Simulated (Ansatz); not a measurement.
**How far PBE and PBEsol part for hypothetical diamond Zn, 3 layers**

Start from Zn in the diamond structure (space group Fd-3m, No. 227; a = 5.827 Å; a hypothetical phase, not in the database extracts checked). Axes: x, y, z lie along the cube axes.

(Cell as relaxed with PBE.)

Levels (all Ansatz, a quantum-chemistry and plane-wave program, PAW): PBE (420 eV, spin-orbit coupling left out); PBEsol (420 eV, without spin-orbit coupling).

Each level relaxes its own structure.

```
base                         PBE       PBEsol
-------------------  -----------  -----------
volume per atom         24.73 Å³     22.61 Å³
lattice parameter a  11.011 bohr  10.687 bohr
band gap                    zero         zero
```

One thing is altered: a free-standing slab of 3 layers (6 atoms, 2 a layer) is cut normal to [110], with 15 Å of vacuum and the in-plane cell held at bulk.

| quantity | PBE | PBEsol |
|---|---|---|
| excess energy per area of both faces (slab less bulk energy over the cell's area: twice a surface energy) (uncertain by up to 0.04 J/m²) | 0.67 J/m² | (withheld) |
| shortest interatomic distance | 4.659 bohr | (withheld) |
| band gap | zero | (withheld) |

**Question.** Predict the PBEsol column.

**Answer.** 
- excess energy per area of both faces (slab less bulk energy over the cell's area: twice a surface energy) (uncertain by up to 0.04 J/m²), PBEsol: 0.95 J/m²
- shortest interatomic distance, PBEsol: 4.558 bohr
- band gap, PBEsol: zero

PBE's excess energy per area of both faces lies 0.275 J/m² below PBEsol's; PBE's shortest interatomic distance lies 0.101 bohr above PBEsol's (2.2 %); the two agree on the band gap. Neither level is exact; PBEsol is the comparison here, not a measurement.

Slab and bulk use different k-meshes, which limits the precision of the excess energy. No phonon test of stability was made.
